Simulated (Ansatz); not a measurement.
## ZrB2: biaxial strain −1.61 %, plane normal [001], relaxed out of plane

Take ZrB2 (space group P6/mmm, No. 191; a = 3.1714 Å, c = 3.5418 Å; relaxed with 0.1 eV smearing) as the base. Axes: x lies along a and z along c of the hexagonal cell.

The change: biaxial strain −1.61 %, plane normal [001], relaxed out of plane (Cartesian); in-plane vectors clamped, the third vector and the atoms free.

All numbers come from PBE (Ansatz, a quantum-chemistry and plane-wave program, PAW, spin-orbit coupling left out). Γ-centred 21×21×16 mesh, Fermi–Dirac width 0.1 eV.

| quantity | base | changed | shift |
|---|---|---|---|
| volume per atom | 10.28 Å³ | 10.05 Å³ | -0.237 Å³ |
| space group | P6/mmm (No. 191) | P6/mmm (No. 191) | – |
| shortest interatomic distance | 183.1 pm | 180.2 pm | -2.9 pm |
| pressure (mean of the normal stresses, compression positive) | 0.0 GPa | 6.3 GPa | +6.3 GPa |
| band gap | zero | zero | – |
| out-of-plane strain | – | +0.92 % | – |
| mean in-plane stress (compression positive) | – | +9.4 GPa | – |

Final structure (turned so that z lies along the plane normal):

```yaml
crystal:
  lattice:
    - [3.12037, 0.00000, 0.00000]
    - [1.56019, 2.70232, 0.00000]
    - [0.00000, 0.00000, 3.57424]
  atoms:
    - { symbol: Zr, position: [0.00000, 0.00000, 0.00000] }
    - { symbol: B, position: [0.33333, 0.33333, 0.50000] }
    - { symbol: B, position: [0.66667, 0.66667, 0.50000] }
```

Cost of the whole job for the changed cell (relaxation, final SCF and bands): around 50 core-seconds (rough).

Whether these cells are dynamically stable was not tested. All final runs are without spin polarisation.
